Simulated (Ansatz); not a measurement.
Defect: interstitial H in polar orthorhombic HfO2 with all lengths changed by -1 %, charge state +1. Computed with PBE, PAW (plane waves to 420 eV; Ansatz, an electronic-structure program).

Settings: 96 host sites, the strained lattice (strain from the relaxed PBE one, atoms relaxed), the Γ point alone, smearing 0.01 eV, spin-restricted, no image-charge correction. No zero-point or tunnelling terms. Spin-orbit coupling is left out. The host's phase is taken as given; its stability against other phases was not computed. The charge state is imposed; whether it is stable for some Fermi level was not computed. Sites that were not tried may lie lower. The start lies 0.20 eV above the lowest site run (PBE).

Barriers: single points on a 2×2×2 k-point mesh shifted by half a step at the bands' geometries.

The step: H moves alone to another site; the atom moves 2.55 Å along (-0.07, 0.00, 0.50) of the unit cell; the moving atom starts with neighbours O at 1.00, O at 1.74, O at 1.99 Å and ends with O at 1.00, O at 1.74, O at 1.99 Å.

### Question
Predict the migration barrier of this step from PBE, PAW.

### Answer
15.6 kcal/mol, the same both ways. At the saddle the moving atom has neighbours Hf at 2.07, Hf at 2.15; O at 1.01, O at 1.75, O at 2.18 Å. The saddle point's order was not checked.
